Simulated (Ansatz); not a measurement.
The parent structure is TiC in the rock salt structure (space group Fm-3m, No. 225; a = 4.328 Å).

Calculations: r2SCAN (Ansatz, a program for electronic structure), no spin-orbit coupling.

For the base:

- Lattice parameter a: 4.328 Å

Modification: a hydrostatic pressure of 0.9 GPa.

Problem. Predict the new lattice parameter a.

Solution. The lattice parameter a falls by 0.005 Å to 4.323 Å.

Load acts through the strain it causes; cell and atoms are relaxed under it. No phonon test of stability was made. All final runs are without spin polarisation.
